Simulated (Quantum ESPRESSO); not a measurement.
A self-consistent single point of Cd₃Se (I4/mmm, 4 atoms in the cell) with Quantum ESPRESSO.

Level of theory: PBEsol, GBRV 1.5 ultrasoft (PBESOL) pseudopotentials (plane waves; Quantum ESPRESSO).

```
CELL_PARAMETERS angstrom
     -2.04095     2.04095     6.08708
      2.04095    -2.04095     6.08708
      2.04095     2.04095    -6.08708
ATOMIC_POSITIONS crystal
  Cd 0.75000 0.25000 0.50000
  Cd 0.25000 0.75000 0.50000
  Cd 0.50000 0.50000 0.00000
  Se 0.00000 0.00000 0.00000
```

Reference input (self-consistent single point, DFT, PBEsol, plane waves, GBRV 1.5 ultrasoft (PBESOL) pseudopotentials): ecutwfc = 40 Ry; ecutrho = 200 Ry; occupations = smearing; smearing = fermi-dirac; degauss = 0.0073499 Ry; potentials = {Cd: cd_pbesol_v1.uspp.F.UPF, Se: se_pbesol_v1.uspp.F.UPF}; K_POINTS = automatic 9 9 9 0 0 0; conv_thr = 1e-10 Ry; mixing_beta = 0.7. This run's input differs from it in these lines:

```diff
@@ -19,3 +19,3 @@
 &electrons
- conv_thr = 1e-10
+ conv_thr = 7.3e-06
  mixing_beta = 0.7
```

Output (repeated stretches shortened):

```
     Self-consistent Calculation

     iteration #  1     ecut=    40.00 Ry     beta= 0.70

     Threshold (ethr) on eigenvalues was too large:
     Diagonalizing with lowered threshold

     negative rho (up, down):  5.581E-02 0.000E+00

     total energy              =    -386.59987857 Ry
     estimated scf accuracy    <       0.36054441 Ry

     iteration #  2     ecut=    40.00 Ry     beta= 0.70

     negative rho (up, down):  5.744E-02 0.000E+00

     total energy              =    -386.68690534 Ry
     estimated scf accuracy    <       0.27080001 Ry

     iteration #  3     ecut=    40.00 Ry     beta= 0.70

     negative rho (up, down):  5.769E-02 0.000E+00

     total energy              =    -386.74975945 Ry
     estimated scf accuracy    <       0.04522676 Ry

   [... 2 blocks of this kind left out ...]

     iteration #  6     ecut=    40.00 Ry     beta= 0.70

     negative rho (up, down):  5.796E-02 0.000E+00

     total energy              =    -386.75834814 Ry
     estimated scf accuracy    <       0.00003940 Ry

     iteration #  7     ecut=    40.00 Ry     beta= 0.70

     negative rho (up, down):  5.799E-02 0.000E+00
     End of self-consistent calculation

     the Fermi energy is     8.0137 ev

!    total energy              =    -386.75836130 Ry
     estimated scf accuracy    <       0.00000190 Ry
     smearing contrib. (-TS)   =      -0.00259190 Ry
     internal energy E=F+TS    =    -386.75576940 Ry

     convergence has been achieved in   7 iterations

     negative rho (up, down):  5.799E-02 0.000E+00

     Forces acting on atoms (cartesian axes, Ry/au):

     atom    1 type  1   force =     0.00000000    0.00000000    0.00000000
   [... zero for the other atoms too ...]

     Total force =     0.000000     Total SCF correction =     0.000000

     negative rho (up, down):  5.799E-02 0.000E+00
          total   stress  (Ry/bohr**3)                   (kbar)     P=      -41.07
  -0.00033388   0.00000000   0.00000000          -49.12        0.00        0.00
   0.00000000  -0.00033388   0.00000000            0.00      -49.12        0.00
   0.00000000   0.00000000  -0.00016972            0.00        0.00      -24.97

   JOB DONE.
```

The run converged in 7 iterations. Against the reference run the free energy hardly moves (within 1 meV/atom) and the pressure goes from -3.89 to -4.11 GPa.

The starting cell comes from a database of computed structures (which also holds hypothetical and non-ambient phases and stackings), without a prior relaxation at this level. With a pressure of about -4 GPa the cell is away from its equilibrium volume at this level. The run gives no clean gap (levels at the Fermi energy touch, overlap or are partly filled at this smearing), which alone does not show that the compound is a metal.

Cost on one core of a shared machine: roughly 3 min.
